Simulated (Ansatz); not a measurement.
Consider Pd in the fcc (Cu type) structure (space group Fm-3m, No. 225; relaxed with 0.1 eV smearing).

```cif
data_Pd4
_chemical_formula_sum 'Pd4'
_space_group_name_H-M_alt 'Fm-3m'
_space_group_IT_number 225
_space_group_name_Hall '-F 4 2 3'
_cell_length_a 3.87770
_cell_length_b 3.87770
_cell_length_c 3.87770
_cell_angle_alpha 90.000
_cell_angle_beta 90.000
_cell_angle_gamma 90.000
loop_
_atom_site_label
_atom_site_type_symbol
_atom_site_symmetry_multiplicity
_atom_site_Wyckoff_symbol
_atom_site_fract_x
_atom_site_fract_y
_atom_site_fract_z
_atom_site_occupancy
Pd1 Pd 4 a 0.00000 0.00000 0.00000 1
```
(The calculation used a cell of 1 atom; values per cell refer to that cell.)

The values are results of PBEsol in Ansatz (plane waves to 420 eV, PAW, spin-orbit coupling left out), not measurements.

Before the change:

```
Quantity    Value
--------  -------
Pressure  0.0 GPa
Band gap     zero
```

Perturbation: the cell is scaled by 1.0150 in all directions; the atoms relax in the strained cell.

Q: Predict the new pressure, energy relative to the base and band gap.

A: The pressure goes from zero to -8.0 GPa; the energy rises by 17 meV/atom; the band gap is still zero.

Whether these cells are dynamically stable was not tested. The final runs are not spin-polarised. Pd lies near a magnetic instability that expansion can trigger; it was not tested.

Ansatz is a program for electronic structure.
